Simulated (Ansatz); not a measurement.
Start from MgTe in the wurtzite structure (space group P6_3mc, No. 186).

```xyz
4
Lattice="4.5614 0.0000 0.0000 -2.2807 3.9503 0.0000 0.0000 0.0000 7.4119" Properties=species:S:1:pos:R:3 pbc="T T T"
Mg     0.0000     2.6335     7.4089
Mg     2.2807     1.3168     3.7029
Te     0.0000     2.6335     2.7899
Te     2.2807     1.3168     6.4959
```

Cartesian axes are those of the cell as printed.

The values are results of PBEsol/PAW in Ansatz (a first-principles code), scalar-relativistic without spin-orbit coupling, not measurements.

Base values:

The valence-band top at Γ is 0.00, -0.02, -0.02 eV.

Now apply this change: uniaxial strain ε_zz = +2.40 %, all other strain components held at zero, atoms relaxed at fixed cell.

Estimate the effect on the stress.

The stress (xx, yy, zz, yz, xz, xy; compression positive) is (-0.58, -0.58, -1.33, 0.00, 0.00, 0.00) GPa.

How does this affect the valence-band top at Γ?

The valence-band top at Γ (three highest levels, from the VBM) becomes 0.00, 0.00, -0.12 eV (base: 0.00, -0.02, -0.02 eV).

Estimate the effect on the energy relative to the base.

The energy increases by 3.4 meV/atom.

Spin-orbit coupling, missing from the scalar runs, can matter with Te. The levels and masses belong to the bands next to the band gap. Stability against distortions was not tested.
